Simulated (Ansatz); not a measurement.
The reference is SrO in the rock salt structure (space group Fm-3m, No. 225; a = 5.195 Å).

Computed with plane-wave PAW DFT at the PBE level (Ansatz, a program for electronic structure, 420 eV), scalar-relativistic without spin-orbit coupling.

Before the change:

Electron mass: 1.2 mₑ along k, 0.41 mₑ across (at X)

Now apply this change: the cell is scaled by 0.9700 in all directions, atoms relaxed at fixed cell.

### Question
Estimate the effect on the electron mass.

### Answer
The electron mass becomes 1.2 mₑ along k, 0.38 mₑ across (at X) (base: 1.2 mₑ along k, 0.41 mₑ across (at X)).

### Question
What does the calculation give for the mean gap deformation potential ΔEg/Δln V after the change?

### Answer
The mean gap deformation potential ΔEg/Δln V comes out as +0.6 eV.

The cells carry an imposed strain or load. Masses are band curvatures over ±0.01 Å⁻¹ around the edge. Along k means along the line from Γ to the band edge. Whether these cells are dynamically stable was not tested.
